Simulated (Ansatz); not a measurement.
## H on the 1x1 (110) surface of zinc-blende GaAs (cut with top plane As + Ga), one in a 1x1 cell, started at the site 'hollow As-As-Ga-Ga'

Host crystal: zinc-blende GaAs, with a band gap (PBE, scalar-relativistic without spin-orbit coupling).

All values below come from PBE (plane waves to 420 eV, PAW; Ansatz, an electronic-structure program).

Slab: 11 atoms, 8.6 Å thick at the start under the adsorbate (thin: gaps and levels are the slab's own); k 6x4x1, smearing 0.01 eV, dipole-corrected; 4 atoms held, the rest relaxed; start symmetry kept, larger cells not searched; spin-polarised, ending with about 0.9 μB a cell, a value that depends on the mesh; orders that need a larger cell were not tried, no spin-orbit, no U, no dispersion correction. The slab shows no gap over 0.04 eV on its mesh. At the end it is bonded to As. In PBE it is, or lies within 0.03 eV of, the lowest of the starts that converged.

```json
{
 "adsorption energy against ½ H2(g)": "0.60 eV",
 "work_function_of_the_top_face": "4.12 eV",
 "change_of_the_step_from_the_bottom_to_the_top_vacuum_level_against_the_clean_slab": "-0.42 eV",
 "energy_released_by_relaxation": "1.56 eV",
 "height of the binding atom over the mean of the host atoms within 0.3 Å of the top one": "1.078 Å",
 "nearest_host_atoms_of_the_binding_atom": "As at 1.53 Å, Ga at 3.24 Å, Ga at 3.27 Å",
 "largest_move_of_a_host_atom": "0.79 Å",
 "note": "in the relaxation the adsorbate left its starting site by 2.1 Å",
 "cost": "about 18 core-minutes (a rough figure)"
}
```

A negative adsorption energy means that the adsorbate is more stable on the surface than in its reference.
